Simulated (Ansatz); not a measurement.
## BeAlNO (model structure, started from the AlSiCN type, P3m1, No. 156, 4 atoms in the cell): properties by level of theory

```csv
level (code),lattice parameter a (Å),lattice parameter c (Å),bulk modulus (GPa),cohesive energy (eV/atom),band gap (eV)
LDA (Ansatz),2.958,4.610,204,6.69,4.64
PBE (Ansatz),…,4.687,…,…,4.37
PBEsol (Ansatz),2.984,4.652,193,6.13,4.38
r²SCAN (Ansatz),…,4.651,201,…,…
```

Q: Some entries are withheld; supply them.

A: 
- PBE (Ansatz, a first-principles code), lattice parameter a (Å): 3.002
- PBE (Ansatz), bulk modulus (GPa): 186
- PBE (Ansatz), cohesive energy (eV/atom): 5.79
- r²SCAN (Ansatz), lattice parameter a (Å): 2.980
- r²SCAN (Ansatz), cohesive energy (eV/atom): 5.89
- r²SCAN (Ansatz), band gap (eV): 5.22

Computed values are for a static lattice.  Each level is taken at its own relaxed cell. Cutoffs differ between the levels. Ansatz's density-functional and Hartree–Fock values are scalar-relativistic unless marked +SOC, with PAW data made under PBE.

Caveats: the bulk modulus is −V dP/dV from two relaxed cells at ±2 % in volume (LDA, PBE, PBEsol, r²SCAN). Ansatz's density-functional and Hartree–Fock values are scalar-relativistic unless marked +SOC, with PAW data made under PBE.

Free atoms are spin-polarised, in the lowest state found; at levels without +SOC their spin–orbit coupling is left out.

Static lattice: no zero-point or thermal effects.

A model structure was made by putting elements into a prototype or built by hand; it is no filed structure, need not be a known phase, and can be a saddle point held by its symmetry.
